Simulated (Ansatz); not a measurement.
AlN: response to strain

Take AlN in the zinc blende structure (space group F-43m, No. 216; a = 4.3777 Å) as the base. Axes: x, y, z lie along the cube axes.

Strains are applied to the cell and any free atomic positions relax; under biaxial strain the out-of-plane vector relaxes too.

All numbers come from Ansatz (a quantum-chemistry and plane-wave program), PBEsol, PAW, cutoff 420 eV, spin-orbit coupling left out.

```json
[
 {"biaxial strain, plane normal [001], relaxed out of plane (%)": "0", "band gap (eV)": "3.19"},
 {"biaxial strain, plane normal [001], relaxed out of plane (%)": "0.5", "band gap (eV)": "?"},
 {"biaxial strain, plane normal [001], relaxed out of plane (%)": "1", "band gap (eV)": "3.07"},
 {"biaxial strain, plane normal [001], relaxed out of plane (%)": "1.5", "band gap (eV)": "3.01"},
 {"biaxial strain, plane normal [001], relaxed out of plane (%)": "2", "band gap (eV)": "2.96"},
 {"biaxial strain, plane normal [001], relaxed out of plane (%)": "2.5", "band gap (eV)": "2.91"},
 {"biaxial strain, plane normal [001], relaxed out of plane (%)": "3", "band gap (eV)": "2.86"}
]
```

**Question.** Fit E_g = E₀ + Dε (ε in %) to the rows shown and predict the withheld row.

**Answer.** Least squares on the printed values gives E₀ = 3.18 eV, D = -110 meV per % of strain (largest residual 0.01 eV); this predicts 3.13 eV, and the run gives 3.13 eV, in agreement.

Stability against distortions was not tested. This is not the structure that AlN has at room temperature and ambient pressure.
